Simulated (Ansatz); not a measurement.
# Several settings converged on Ta2Si (Fmm2, 6 atoms in the cell)

```
Ta2Si
1.0
   -3.07850     3.07850     2.51607
    3.07850    -3.07850     2.51607
    3.07850     3.07850    -2.51607
Ta Si
4 2
Direct
  0.66359   0.83641   0.50000
  0.33641   0.16359   0.50000
  0.84215   0.34215   0.18430
  0.16359   0.66359   0.82718
  0.25000   0.25000   0.00000
  0.75000   0.75000   0.00000
```

Base method: LDA (PW92), default PAW files made with PBE (plane waves; Ansatz, an electronic-structure program).

Base settings: basis.ecutwfc = 30.9 Ry; kpoints.mp_grid.grid = 7 7 7; hamiltonian.xc = lda; hamiltonian.pseudopotentials = {kind: paw} (the program's default PAW files); scf.occupations.method = gaussian; scf.occupations.width = 0.0073 Ry.

The count of work is k-points × plane waves × bands × iterations; it is no time. Core times come from one kind of shared machine, to one figure; runs under 30 s give none.

**Shifted k-point meshes**

In this ladder: kpoints.mp_grid.shift = 0.5 0.5 0.5.

Only quantities that move along the ladder and can be compared are tabulated.

```csv
kpoints.mp_grid.grid,free energy less the last step's (meV/atom),pressure (GPa),largest difference of a force vector from the last step's (eV/Å),count of work / last,core time / last (rough)
2 2 2,9.95,-6.84,0.172,0.0047,–
4 4 4,-4.15,-6.21,0.082,0.018,–
6 6 6,3.02,-5.86,0.023,0.049,–
8 8 8,0.34,-5.81,0.023,0.11,–
10 10 10,-0.20,-5.83,0.004,0.19,0.2
12 12 12,-0.14,-5.86,0.002,0.32,0.4
18 18 18,0.00,-5.85,0.000,1.0,1
```

Coarsest kpoints.mp_grid.grid that holds the pressure within 0.05 GPa of the last step, with all finer ones: 6 6 6, at 0.049 of the last step's count of work; the step before is off by 0.36 GPa.

Coarsest kpoints.mp_grid.grid that holds the free energy within 2 meV/atom of the last step, with all finer ones: 8 8 8, at 0.11 of the last step's count of work; the step before is off by 3.0 meV/atom.

Coarsest kpoints.mp_grid.grid that holds the forces within 0.02 eV/Å of the last step, with all finer ones: 10 10 10, at 0.19 of the last step's count of work and about 0.2 of the last step's time; the step before is off by 0.023 eV/Å.

**The width of Fermi-Dirac smearing**

In this ladder: kpoints.mp_grid.grid = 12 12 12; scf.occupations.method = fermi_dirac.

Narrow widths need finer meshes than wide ones, so the last steps can hold mesh noise.

Only quantities that move along the ladder and can be compared are tabulated; pressure and forces are left out, as mesh noise rules them at narrow widths.

| scf.occupations.width | free energy less the last step's (meV/atom) | energy extrapolated to zero width less the last step's (meV/atom) | core time / last (rough) |
|---|---|---|---|
| 0.0735 Ry | -1028.77 | 43.17 | 1 |
| 0.0367 Ry | -236.32 | 3.66 | 1 |
| 0.022 Ry | -78.95 | -1.38 | 1 |
| 0.0073 Ry | 0.00 | 0.00 | 1 |

Widest scf.occupations.width that holds the free energy within 5 meV/atom: not settled: the last two steps still differ by 79 meV/atom, over half the tolerance, so the ladder does not show it.

Widest scf.occupations.width that holds the energy extrapolated to zero width within 2 meV/atom: not settled: the last two steps still differ by 1.4 meV/atom, over half the tolerance, so the ladder does not show it.

The extrapolation to zero width removes most of the smearing's effect on the energy.

**The mesh under tetrahedron occupations**

In this ladder: scf.occupations.method = tetrahedron; scf.occupations.width = default.

Only quantities that move along the ladder and can be compared are tabulated.

```csv
kpoints.mp_grid.grid,free energy less the last step's (meV/atom),pressure (GPa),largest difference of a force vector from the last step's (eV/Å),count of work / last
4 4 4,2.93,-5.72,0.045,0.030
5 5 5,-1.81,-6.05,0.072,0.045
6 6 6,0.17,-5.84,0.018,0.074
8 8 8,0.68,-5.84,0.034,0.15
13 13 13,0.02,-5.89,0.013,0.55
16 16 16,0.00,-5.89,0.000,1.0
```

Coarsest kpoints.mp_grid.grid that holds the free energy within 1 meV/atom of the last step, with all finer ones: 6 6 6, at 0.074 of the last step's count of work; the step before is off by 1.8 meV/atom.

Coarsest kpoints.mp_grid.grid that holds the pressure within 0.1 GPa of the last step, with all finer ones: 6 6 6, at 0.074 of the last step's count of work; the step before is off by 0.16 GPa.

Coarsest kpoints.mp_grid.grid that holds the forces within 0.02 eV/Å: not settled: the last two steps still differ by 0.013 eV/Å, over half the tolerance, so the ladder does not show it.

On the base run: the starting cell comes from a database of computed structures (which also holds hypothetical and non-ambient phases and stackings), without a prior relaxation at this level. Its lattice was rescaled by up to half a per cent. One atom was moved a little off its site on purpose. Spin polarisation is off. In the base run, with a pressure of about -6 GPa the cell is away from its equilibrium volume at this level. Ansatz's pressure includes its estimate of the finite-basis (Pulay) stress.

Left out of this page: 2 runs of the series outside the window shown, repeating another row's setting, or not comparable.

Keys are those of Ansatz 0.2.
